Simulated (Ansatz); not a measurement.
The parent structure is CdSe in the wurtzite structure (space group P6_3mc, No. 186; a = 4.248 Å, c = 6.941 Å).

Calculations: Ansatz (a first-principles code) LDA, spin-orbit coupling left out.

Base values:

```
Item                                          Value
-----------------------------  --------------------
Valence-band top at Γ          0.00, 0.00, -0.07 eV
Electron mass                       0.047 mₑ (at Γ)
Width of the top valence band               1.88 eV
```

One thing is altered: every lattice vector is stretched by 2.40 %, atoms relaxed at fixed cell.

### Question
How does this affect the valence-band top at Γ, electron mass and width of the top valence band?

### Answer
The valence-band top at Γ (three highest levels, from the VBM) changes from 0.00, 0.00, -0.07 eV to 0.00, 0.00, -0.05 eV; the electron mass goes from 0.047 mₑ (at Γ) to 0.035 mₑ (at Γ); the width of the top valence band decreases by 0.22 eV (1.88 eV → 1.66 eV).

The levels and masses belong to the bands next to the band gap. The cells carry an imposed strain or load. Effective masses come from finite differences of ±0.01 Å⁻¹. No phonon test of stability was made.
